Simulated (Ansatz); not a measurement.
The starting structures come from a database of crystals and need not be the phases stable at ambient conditions.

 Where the default PAW files enter, the runs use the earlier of Ansatz's two default sets.

Here is the system:

```
CELL_PARAMETERS angstrom
      4.24370     0.00000     0.00000
      0.00000     6.98836     0.00000
      2.12185     0.00000     3.67515
ATOMIC_POSITIONS crystal
  Cu 0.66667 0.12732 0.66667
  Cu 0.33333 0.62732 0.33333
  I  0.66667 0.49768 0.66667
  I  0.33333 0.99768 0.33333
```

Space group of this cell: P6_3mc, wurtzite. The cell is taken as given.

Computed with r2SCAN (plane waves, PAW; Ansatz, a quantum-chemistry and plane-wave program).

The current runs along the normal of the first two printed vectors; no spin-orbit coupling. Scaled by the factor s: both lengths across the current (ions clamped). The meshes follow the cell: 8×6×8 and 8×6 across at s = 0.98, 8×6×8 and 8×6 across at s = 1.00, 8×4×8 and 8×4 across at s = 1.02.

```tsv
s	mean pressure (GPa)	band gap (eV)
0.98	2.1	1.85
1.00	0.1	1.73
1.02	-1.5	?
```

Problem. Take the slope of the band gap against ln s from the two given rows, extrapolate to s = 1.02, and say what the run there gives.

Solution. Slope = (1.85 − 1.73) / ln 0.98 = -5.94 eV. The line gives 1.73 + (-5.94) × ln 1.02 = 1.61 eV. The run gives 1.57 eV, 0.04 eV under the line, 36 % of the predicted step.
